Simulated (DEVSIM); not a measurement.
**abrupt Si n-p junction**

Structure: abrupt Si n-p junction, at 300 K.

| layer (left to right) | material | thickness (μm) | Nd (cm⁻³) | Na (cm⁻³) | τn (s) | τp (s) |
|---|---|---|---|---|---|---|
| 1 | Si | 0.190 | 7.7e18 | - | 1e-7 | 1e-7 |
| 2 | Si | 0.640 | - | 1e17 | 1e-7 | 1e-7 |

Left contact: ohmic. Right contact: ohmic. Voltage is applied to the left contact. Recombination: SRH at mid-gap. Mobility is constant in doping.

The device is made up for the run: typed textbook-type constants, with dimensions and the other settings drawn at random. Values at 300 K.

| parameter | Si |
|---|---|
| gap (eV) | 1.124 |
| affinity (eV) | 4.05 |
| permittivity | 11.7 |
| Nc (cm⁻³) | 2.86e19 |
| Nv (cm⁻³) | 3.1e19 |
| μn (cm²/Vs) | 1417 |
| μp (cm²/Vs) | 470 |

DEVSIM, 1D drift-diffusion, Boltzmann statistics, complete ionisation; no tunnelling, impact ionisation, image-force lowering or self-heating.

```
Item                                                 Value
---------------------------------------------  -----------
Potential step across the device at zero bias      0.942 V
Largest field in the device at zero bias       210000 V/cm
Dark forward voltage at 1 A/cm²                    0.591 V
Dark forward voltage at 100 A/cm²                  0.711 V
```

Dark forward current:

```json
[
 {"V (V)": "-0.05", "J (A/cm²)": "-1.3e-8"},
 {"V (V)": "-0.10", "J (A/cm²)": "-4.9e-8"},
 {"V (V)": "-0.15", "J (A/cm²)": "-1.7e-7"},
 {"V (V)": "-0.20", "J (A/cm²)": "-6.4e-7"},
 {"V (V)": "-0.25", "J (A/cm²)": "-3.0e-6"},
 {"V (V)": "-0.30", "J (A/cm²)": "-1.6e-5"},
 {"V (V)": "-0.35", "J (A/cm²)": "-0.00010"},
 {"V (V)": "-0.40", "J (A/cm²)": "-0.00067"},
 {"V (V)": "-0.45", "J (A/cm²)": "-0.0045"},
 {"V (V)": "-0.50", "J (A/cm²)": "-0.031"},
 {"V (V)": "-0.55", "J (A/cm²)": "-0.21"},
 {"V (V)": "-0.60", "J (A/cm²)": "-1.4"},
 {"V (V)": "-0.65", "J (A/cm²)": "-9.8"},
 {"V (V)": "-0.70", "J (A/cm²)": "-67"},
 {"V (V)": "-0.75", "J (A/cm²)": "-440"},
 {"V (V)": "-0.80", "J (A/cm²)": "-2700"}
]
```
